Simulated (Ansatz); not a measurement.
A self-consistent single point of KMgF3 (P4mm, 5 atoms in the cell) with Ansatz (a first-principles code).

Method of the run: LDA (PW92), default PAW files made with PBE (plane waves; Ansatz).

The change in words: lattice scaled by 0.98; kpoints.mp_grid.grid: 6 6 6 → 16 16 16. Reference geometry:
```
CELL_PARAMETERS angstrom
      4.00995     0.00000     0.00000
      0.00000     4.00995     0.00000
      0.00000     0.00000     4.00995
ATOMIC_POSITIONS crystal
  K  0.00000 0.00000 0.01247
  Mg 0.50000 0.50000 0.50000
  F  0.50000 0.00000 0.50000
  F  0.00000 0.50000 0.50000
  F  0.50000 0.50000 0.00000
```

Reference input (self-consistent single point, DFT, LDA (PW92), plane waves, default PAW files made with PBE): basis.ecutwfc = 420 eV; kpoints.mp_grid.grid = 6 6 6; hamiltonian.xc = lda; hamiltonian.pseudopotentials = {kind: paw} (the program's default PAW files); scf.occupations.method = fermi_dirac; scf.occupations.width = 0.02 eV. This run's input differs from it in these lines:

Ansatz 0.2 input:
```diff
@@ -3,5 +3,5 @@
   lattice:
-    - [4.009950, 0.000000, 0.000000]
-    - [0.000000, 4.009950, 0.000000]
-    - [0.000000, 0.000000, 4.009950]
+    - [3.929751, 0.000000, 0.000000]
+    - [0.000000, 3.929751, 0.000000]
+    - [0.000000, 0.000000, 3.929751]
   atoms:
@@ -16,3 +16,3 @@
   mp_grid:
-    grid: [6, 6, 6]
+    grid: [16, 16, 16]
 hamiltonian:
```

Output, abridged:

```
SCF iter   1: F=—  HF=-5787.692488 eV  |F-HF|=—  |Δ(HF+E_count)|=         —  Δρ=2.03e-2  dr2=1.71e-1  ethr=1.77e-3  ⟨swp⟩=6.4  Hψ=50316  notcnv=0
all-band conjugate gradients solve this SCF's bands
preconditioner: auto → Resta (q_TF=auto, 2.545 Å⁻¹)
SCF iter   2: F=—  HF=-5787.637313 eV  |F-HF|=—  |Δ(HF+E_count)|=   5.52e-2  Δρ=5.35e-3  dr2=5.64e-3  ethr=4.28e-4  ⟨swp⟩=2.0  Hψ=19802  notcnv=0  defer=403
SCF iter   3: F=—  HF=-5787.635101 eV  |F-HF|=—  |Δ(HF+E_count)|=   2.21e-3  Δρ=2.29e-3  dr2=1.69e-3  ethr=1.41e-5  ⟨swp⟩=2.2  Hψ=18222  notcnv=0  defer=405
SCF iter   4: F=—  HF=-5787.634581 eV  |F-HF|=—  |Δ(HF+E_count)|=   5.19e-4  Δρ=3.35e-4  dr2=3.42e-5  ethr=4.24e-6  ⟨swp⟩=2.1  Hψ=15856  notcnv=0  defer=405
SCF iter   5: F=—  HF=-5787.634585 eV  |F-HF|=—  |Δ(HF+E_count)|=   3.89e-6  Δρ=5.17e-5  dr2=6.55e-7  ethr=8.54e-8  ⟨swp⟩=2.1  Hψ=11936  notcnv=0  defer=405
SCF iter   6: F=-5787.634586 eV  HF=-5787.634586 eV  |F-HF|=2.64e-8  |Δ(HF+E_count)|=   6.84e-7  Δρ=1.01e-5  dr2=2.93e-8  ethr=2.50e-10  ⟨swp⟩=8.6  Hψ=48275  notcnv=0
SCF 1 converged in 6 iterations: F = -5787.634586 eV  dr2 = 2.93e-8
Free energy (F): -5787.634586 eV
Internal energy: -5787.634586 eV  (E = F + TS)
E sigma→0 (E₀):  -5787.634586 eV
Fermi energy:    6.538067 eV
--- Forces (eV/Å), atoms counted from 1 ---
  atom   1  K     -0.00000000     0.00000000    -0.10976906
  atom   2  Mg     0.00000000     0.00000000     0.06224516
  atom   3  F      0.00000000     0.00000000     0.01306096
  atom   4  F      0.00000000     0.00000000     0.01306096
  atom   5  F     -0.00000000     0.00000000     0.02139621
--- Stress (GPa, compression-positive) ---
       -1.343374       0.000000      -0.000000
        0.000000      -1.343374       0.000000
       -0.000000       0.000000      -1.345770
  P = ⅓ Tr σ = -1.3442 GPa (-13.442 kbar)
  The stress holds the Pulay correction. Without it, at fixed plane waves, as pw.x and ABINIT print it: P = -2.1371 GPa
```

The run converged in 6 iterations. Against the reference run the free energy goes down by 17.0 meV/atom, the pressure goes from -5.57 to -1.34 GPa, the largest force goes from 0.080 to 0.110 eV/Å and the gap on the mesh goes from 6.850 to 7.313 eV.

The starting cell has typed, rounded lattice constants, without a prior relaxation at this level. Its lattice was rescaled by up to half a per cent. One atom was moved a little off its site on purpose. For this run, on top of that: lattice scaled by 0.98. Ansatz's pressure includes its estimate of the finite-basis (Pulay) stress. Without the estimate this run gives -2.14 GPa.

Cost on one core of a shared machine: roughly 40 s.
